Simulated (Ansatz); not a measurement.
Functionals compared on Br on the (100) surface of germanium (p(2x2) alternately buckled dimers; a constructed slab, bottom: dihydride, held), one in a cell of 66 Å², started at the site 'over Ge at depth 1.6 Å', in Ansatz (plane waves, PAW). The structure was relaxed with PBE; the other rows are single points on it, each with its references at the same level. Cutoff 420 eV (500 eV for r2SCAN).

Model: 41-atom slab, 11.3 Å thick at the start with caps and adatoms under the adsorbate (thin: gaps and levels are the slab's own), 3x3x1 mesh, Fermi-Dirac 0.01 eV, dipole correction, 24 atoms held, the rest relaxed; no symmetry held; spin-polarised, ending with about 0.3 μB a cell, a value that depends on the mesh; orders that need a larger cell were not tried, no spin-orbit, no U, no dispersion correction. The slab shows no gap over 0.04 eV on its mesh. At the end it is bonded to Ge. In PBE it is, or lies within 0.03 eV of, the lowest of the starts that converged. These notes are the PBE run's. r2SCAN: The program's check for a lower electronic state was not made. Adsorption energies are against ½ Br2(g). A negative adsorption energy means that the adsorbate is more stable on the surface than in its reference.

```json
[
 {"functional": "PBE", "adsorption energy (eV)": "-1.51", "work function of the top face (eV)": "5.08", "rough cost of the single point": "–"},
 {"functional": "RPBE", "adsorption energy (eV)": "-1.36", "work function of the top face (eV)": "5.02", "rough cost of the single point": "roughly 23 core-minutes"},
 {"functional": "r2SCAN", "adsorption energy (eV)": "-1.75", "work function of the top face (eV)": "5.35", "rough cost of the single point": "roughly 40 core-minutes"}
]
```

Ansatz is a quantum-chemistry and plane-wave program.
